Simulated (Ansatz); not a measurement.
```xyz
4
Lattice="3.1298 0.0000 0.0000 -1.5649 2.7104 0.0000 0.0000 0.0000 5.1362" Properties=species:S:1:pos:R:3 pbc="T T T"
Si     0.0000     1.8070     5.1337
Si     1.5649     0.9035     2.5656
C      0.0000     1.8070     1.9286
C      1.5649     0.9035     4.4967
```

No spin polarisation.

Computed with LDA (Ansatz, a first-principles code; PAW; 420 eV plane waves; scalar-relativistic without spin-orbit coupling). k-mesh 12×12×7 (Γ-centred); smearing 0.05 eV (Fermi–Dirac).

### Question
Predict the band gap, smallest direct gap and electron mass.

### Answer
- Band gap: 2.26 eV
- Smallest direct gap: 3.78 eV
- Electron mass: 0.27 mₑ along c, 0.44 mₑ across (at K)

The cells carry an imposed strain or load. Masses are band curvatures over ±0.01 Å⁻¹ around the edge. Stability against distortions was not tested. The cell was made from SiC in the wurtzite structure (space group P6_3mc, No. 186) by this change: isotropic strain +2.40 %.
